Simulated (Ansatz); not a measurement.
The starting structures come from a database of crystals and need not be the phases stable at ambient conditions.

Inside the gap of an insulator the Bloch states are evanescent, with a wavenumber k + iκ along the transport direction.

Data:

```yaml
crystal:
  lattice:
    - [5.69651, 0.00000, 0.00000]
    - [-2.84825, 4.93332, 0.00000]
    - [2.84826, 1.64444, 2.33556]
  atoms:
    - { symbol: Ba, position: [0.99972, 0.99986, 0.00042] }
    - { symbol: Ti, position: [0.97334, 0.48667, 0.53999] }
    - { symbol: O, position: [0.53133, 0.02028, 0.95762] }
    - { symbol: O, position: [0.02210, 0.51105, 0.95762] }
    - { symbol: O, position: [0.53133, 0.51105, 0.95762] }
```

The cell is taken as given; by r2SCAN it stands under a pressure of -1.8 GPa.

Transport runs along the normal of the first two printed cell vectors, the (001) plane of the conventional cell.

The gap is the functional's own, uncorrected, and κ follows it; spin-orbit coupling is left out. Mid-gap means the computed energy nearest the middle.

Task: Estimate the band gap and the smallest decay constant κ at mid-gap that Ansatz (an electronic-structure program) with r2SCAN returns for this system.

Result: Gap 2.75 eV on a 12×12×12 mesh; κ = 0.380 1/Å, at (0.167, 0.000) of the in-plane reciprocal vectors. At the zone centre the slowest state has κ = 0.39 1/Å.
